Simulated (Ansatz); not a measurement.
## Lattice constant a of Bi (model structure, started from the diamond type, Fd-3m, No. 227, 2 atoms in the cell) at several levels of theory

No measured value is used here.

```tsv
level (code)	value (Å)
LDA (Ansatz)	7.099
PBE (Ansatz)	7.287
PBEsol (Ansatz)	7.165
r²SCAN (Ansatz)	7.232
```

Density-functional levels without +SOC have no spin–orbit coupling. Cutoffs differ between the levels. Ansatz's density-functional and Hartree–Fock values are scalar-relativistic unless marked +SOC, with PAW data made under PBE.

A model structure was made by putting elements into a prototype or built by hand; it is no filed structure, need not be a known phase, and can be a saddle point held by its symmetry.

Ansatz is a first-principles code.
